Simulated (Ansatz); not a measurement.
Input and output of a zone-centre phonon calculation for Lu (P1, 4 atoms in the cell) (Ansatz, a quantum-chemistry and plane-wave program).

Method: PBEsol, default PAW files made with PBE (plane waves; Ansatz).

```
CELL_PARAMETERS angstrom
      3.49264     0.00000     0.00000
     -1.74632     3.02471     0.00000
      0.00000     0.00000    11.23759
ATOMIC_POSITIONS crystal
  Lu 0.01781 0.00441 0.99816
  Lu 0.00877 0.00561 0.49954
  Lu 0.32055 0.66643 0.25087
  Lu 0.65287 0.32356 0.75144
```

Reference input (self-consistent single point, DFT, PBEsol, plane waves, default PAW files made with PBE): basis.ecutwfc = 420 eV; kpoints.mp_grid.grid = 8 8 2; hamiltonian.xc = pbesol; hamiltonian.pseudopotentials = {kind: paw} (the program's default PAW files); scf.occupations.method = fermi_dirac; scf.occupations.width = 0.1 eV. This run's input differs from it in these lines:

Ansatz 0.2 input:
```diff
@@ -11,3 +11,3 @@
 basis:
-  ecutwfc: 420.0 eV
+  ecutwfc: 295.0 eV
 kpoints:
@@ -19,6 +19,4 @@
   occupations: { method: fermi_dirac, width: 0.1 eV }
-output:
-  forces: true
-  eigenvalues: true
-  stress: true
+phonons:
+  method: dfpt
```

The program printed (abridged):

```
SCF iter   1: F=—  HF=-58445.676160 eV  |F-HF|=—  |Δ(HF+E_count)|=         —  Δρ=2.26e-3  dr2=4.27e-3  ethr=1.77e-3  ⟨swp⟩=5.1  Hψ=12388  notcnv=0
all-band conjugate gradients solve this SCF's bands
preconditioner: auto → Kerker (q_TF=auto, 2.651 Å⁻¹)
SCF iter   2: F=—  HF=-58445.670845 eV  |F-HF|=—  |Δ(HF+E_count)|=   5.32e-3  Δρ=3.74e-3  dr2=1.04e-2  ethr=4.27e-6  ⟨swp⟩=4.6  Hψ=14314  notcnv=0
   [... lines left out ...]
SCF iter  11: F=—  HF=-58445.663375 eV  |F-HF|=—  |Δ(HF+E_count)|=  7.06e-10  Δρ=4.35e-7  dr2=2.02e-10  ethr=1.18e-12  ⟨swp⟩=3.5  Hψ=9377  notcnv=0
SCF iter  12: F=—  HF=-58445.663375 eV  |F-HF|=—  |Δ(HF+E_count)|=  2.18e-11  Δρ=1.59e-7  dr2=2.50e-11  ethr=1.00e-12  ⟨swp⟩=1.6  Hψ=4750  notcnv=0
SCF iter  13: F=—  HF=-58445.663375 eV  |F-HF|=—  |Δ(HF+E_count)|=  3.64e-11  Δρ=1.14e-7  dr2=1.95e-11  ethr=1.00e-12  ⟨swp⟩=5.0  Hψ=46830  notcnv=0
SCF iter  14: F=-58445.663375 eV  HF=-58445.663375 eV  |F-HF|=7.28e-12  |Δ(HF+E_count)|=  1.46e-11  Δρ=4.11e-8  dr2=1.96e-12  ethr=1.00e-12  ⟨swp⟩=10.9  Hψ=33962  notcnv=0
SCF 1 converged in 14 iterations: F = -58445.663375 eV  dr2 = 1.96e-12
DFPT response loops at Γ: preconditioner auto → Kerker (q_TF=auto, 2.651 Å⁻¹) (partly filled bands, converged f_vac=0.000) …
Free energy (F): -58445.663375 eV
Internal energy: -58445.450097 eV  (E = F + TS)
E sigma→0 (E₀):  -58445.556736 eV
Entropy (-TS):   -0.213277 eV (-53.319 meV/atom)
Fermi energy:    13.307830 eV
--- Phonons (Γ-DFPT): 12 representative perturbations + reference, on 68 of 128 k-points (Σ response iterations 48) ---
  k mesh reduced under 1 symmetry operation, with k and −k counted as one. Each operation leaves every solved perturbation unchanged …
  ASR residual: 8.510e-4 → 0.000e0 eV/Å²; symmetrization residual: 2.551e-5 eV/Å²
  ASR residual per site (eV/Å²): 7.29e-4 3.81e-4 6.87e-4 8.51e-4
  Γ frequencies (cm⁻¹): 0.00 0.00 0.00 39.28 40.50 43.72 43.86 61.90 62.77 68.83 76.42 100.11
  non-analytic LO–TO correction: not included (Born effective charges unavailable; polar crystals: no LO–TO splitting at Γ)
```

The run converged in 14 iterations. 

Summary of the result:
| Property | Value |
|---|---|
| Free energy E − TS (on the zero of these files) | -58445.6634 eV |
| Fermi level (on the code's own zero) | 13.31 eV |
| Zone-centre frequencies (cm⁻¹; negative means imaginary) | 0, 0, 0, 39, 40, 44, 44, 62, 63, 69, 76, 100 |

The starting cell was generated: these elements placed on a structure prototype, without a prior relaxation; it need not be a known phase or ordering of this composition. Its atoms were displaced at random from the sites of space group no. 194. The cutoff lies below the one recommended for these files.

Cost on one core of a shared machine: roughly 6 min.
